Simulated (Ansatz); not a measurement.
Rock-salt NaH was calculated with BLYP in Ansatz (plane waves, PAW).

Numerical settings: plane-wave cutoff 520 eV, 12×12×12 k mesh, Fermi–Dirac smearing 0.01 eV, scalar-relativistic PAW data made under PBE.

The cell has the measured lattice parameters. Conventional cell: a = 4.8720 Å, b = 4.8720 Å, c = 4.8720 Å, α = 90.00°, β = 90.00°, γ = 90.00°.

```xyz
2
Lattice="0.0000 2.4360 2.4360 2.4360 0.0000 2.4360 2.4360 2.4360 0.0000" Properties=species:S:1:pos:R:3 pbc="T T T"
Na     0.0000     0.0000     0.0000
H      2.4360     2.4360     2.4360
```

**Question.** List the 5 lowest band energies at Γ above −25 eV (eV, relative to the valence band maximum), grouping those that round alike.

**Answer.** At Γ: -22.41 (×3), -3.39, 10.32.

Note: cell and atoms aren't relaxed at this level (pressure -0.3 GPa).

Ansatz is an electronic-structure program.
